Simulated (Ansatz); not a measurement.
SrHfN2 (model structure, started from the LiVN2 type, Pna2₁, No. 33, 16 atoms in the cell) was calculated with LDA in Ansatz (plane waves, PAW).

Settings: plane-wave cutoff 520 eV, 6×6×6 k mesh, Fermi–Dirac smearing 0.01 eV, scalar-relativistic PAW data made under PBE.

Cell (relaxed with PBEsol):

```yaml
crystal:
  lattice:
    - [6.36595, 0.00000, 0.00000]
    - [0.00000, 7.85280, 0.00000]
    - [0.00000, 0.00000, 5.67876]
  atoms:
    - { symbol: Sr, position: [0.58266, 0.87954, 0.98180] }
    - { symbol: Sr, position: [0.41734, 0.12046, 0.48180] }
    - { symbol: Sr, position: [0.91734, 0.37954, 0.48180] }
    - { symbol: Sr, position: [0.08266, 0.62046, 0.98180] }
    - { symbol: Hf, position: [0.56483, 0.37368, 0.00002] }
    - { symbol: Hf, position: [0.43517, 0.62632, 0.50002] }
    - { symbol: Hf, position: [0.93517, 0.87368, 0.50002] }
    - { symbol: Hf, position: [0.06483, 0.12632, 0.00002] }
    - { symbol: N, position: [0.54732, 0.40641, 0.35383] }
    - { symbol: N, position: [0.45268, 0.59359, 0.85383] }
    - { symbol: N, position: [0.95268, 0.90641, 0.85383] }
    - { symbol: N, position: [0.04732, 0.09359, 0.35383] }
    - { symbol: N, position: [0.61887, 0.83833, 0.43436] }
    - { symbol: N, position: [0.38113, 0.16167, 0.93436] }
    - { symbol: N, position: [0.88113, 0.33833, 0.93436] }
    - { symbol: N, position: [0.11887, 0.66167, 0.43436] }
```

Q: What does this level give for the band gap?

A: 
band gap: 2.18 eV

Note: the relaxation could raise the start's symmetry but not lower it, so the cell can be a saddle point; cell and atoms aren't relaxed at this level (largest force component 0.10 eV/Å, pressure -3.3 GPa).

Spin–orbit coupling is not included.

Static lattice: no zero-point or thermal effects.

Computing time: around 8 core-minutes (rough).

A model structure was made by putting elements into a prototype or built by hand; it is no filed structure, need not be a known phase, and can be a saddle point held by its symmetry.

Ansatz is a quantum-chemistry and plane-wave program.
